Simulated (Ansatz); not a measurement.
A periodic model of amorphous Si28C28H10:

```xyz
66
Lattice="9.0953 0.0000 0.0000 0.0000 9.0953 0.0000 0.0000 0.0000 9.0953" Properties=species:S:1:pos:R:3 pbc="T T T"
Si     7.6278     6.2693     3.1683
Si     7.9912     1.5887     6.3007
Si     6.8472     7.5066     6.7682
Si     2.3619     2.5138     2.0763
Si     0.5382     8.7010     7.4549
Si     5.2960     6.2117     2.6092
Si     7.1880     4.5762     6.1623
Si     1.5673     3.0449     9.0479
Si     7.6645     7.2041     0.9593
Si     6.0292     5.4886     8.9052
Si     6.1916     0.8764     3.1219
Si     2.5117     6.3973     3.1591
Si     0.3221     4.9011     0.4416
Si     0.4544     2.2033     3.6863
Si     3.3857     4.0593     4.2124
Si     0.5235     6.4931     6.4456
Si     7.3381     0.7745     0.0052
Si     3.2211     0.5512     3.1569
Si     0.5407     7.9498     4.5851
Si     3.4261     2.0116     6.5050
Si     2.3589     0.9164     8.3239
Si     2.5052     5.4322     6.9460
Si     4.6196     3.4166     2.2139
Si     2.8723     8.5632     5.4306
Si     0.6004     5.1019     2.7893
Si     4.9755     6.2589     5.5535
Si     5.1612     1.3859     0.7525
Si     3.1834     5.7104     0.9612
C      4.1886     7.6242     7.7260
C      4.9129     4.9834     1.2359
C      4.7727     0.1000     2.1455
C      3.9633     0.9891     4.9562
C      7.8052     0.0376     7.4190
C      6.2821     1.6842     5.7011
C      5.8894     7.5742     0.4758
C      1.6485     3.6588     3.4974
C      4.8062     7.8138     1.5349
C      7.7549     9.0359     2.8262
C      4.0983     5.7951     3.9821
C      6.1447     2.4279     2.1629
C      3.2318     8.1551     8.6379
C      2.2322     8.1110     3.6912
C      3.4241     7.5894     0.8984
C      3.5309     3.8998     6.1111
C      7.9633     5.8175     8.7420
C      3.6103     7.1353     6.4740
C      4.7319     4.6102     6.5477
C      5.7038     4.2404     7.5046
C      2.1430     4.9215     8.7476
C      1.1064     0.1886     5.7728
C      7.9857     5.9934     7.2091
C      8.2693     8.9596     1.4094
C      8.0292     8.0045     3.7980
C      5.4984     7.2942     8.1796
C      0.6237     1.5939     5.4780
C      5.4638     1.0844     4.8199
H      0.2689     0.0053     1.3417
H      8.0521     2.9500     7.0605
H      5.8039     2.0422     6.6246
H      4.5596     1.8271     7.4796
H      7.0309     3.0284     1.9316
H      2.6481     8.0435     1.5233
H      1.1721     2.3758     6.0494
H      7.9128     2.1669     9.0220
H      5.5647     3.2582     7.9898
H      2.2541     7.7507     8.3202
```

Level of theory: PBE, scalar-relativistic without spin-orbit coupling (plane waves to 420 eV, PAW; Ansatz, a first-principles code).

A CHGNet melt-quench gave the starting glass, which DFT then relaxed. The hot cell started wider than the set density and was brought back towards it in steps. It is the lowest in DFT energy of 2 quenches. It is a model cell: composition and starting density were chosen by hand, and all elements were melted together. No dispersion term was used. Its density started from a set value of 2.50 and ended at 2.50 g/cm³. Cooling (nominally 370 K/ps over its main leg) ran many orders faster than in experiment, which tends to leave more defects and strain. A cell of this size samples the disorder only roughly. The volume was held where the preparation left it, at a PBE pressure of 4.2 GPa. Stress components on the final sampling reach 6.4 GPa. On a 2×2×2 Γ-centred mesh force components of up to 0.25 eV/Å stay, since the relaxation ran on one k-point at (1/4, 1/4, 1/4).

Cut-offs for bonds: Si-Si 2.68 Å, Si-C 2.26 Å, Si-H 1.70 Å, C-C 1.74 Å, C-H 1.32 Å, H-H 0.90 Å.

Problem. Give the coordination numbers, mean bond lengths and angles.

Solution. 
- Mean coordination of Si = 4.29 (1 with 2, 1 with 3, 17 with 4, 7 with 5, 2 with 6)
- Mean coordination of C = 3.79 (6 with 3, 22 with 4)
- Mean coordination of H = 1.00 (10 with 1)
- Mean Si-C bond = 1.920 Å (spread 0.068 Å, 67 counted)
- Mean Si-Si bond = 2.433 Å (spread 0.095 Å, 25 counted)
- Mean C-C bond = 1.474 Å (spread 0.053 Å, 16 counted)
- Mean C-H bond = 1.103 Å (spread 0.006 Å, 7 counted)
- Bond angle at Si = mean 102.1°, spread 25.8°
- Bond angle at C = mean 109.6°, spread 13.6°
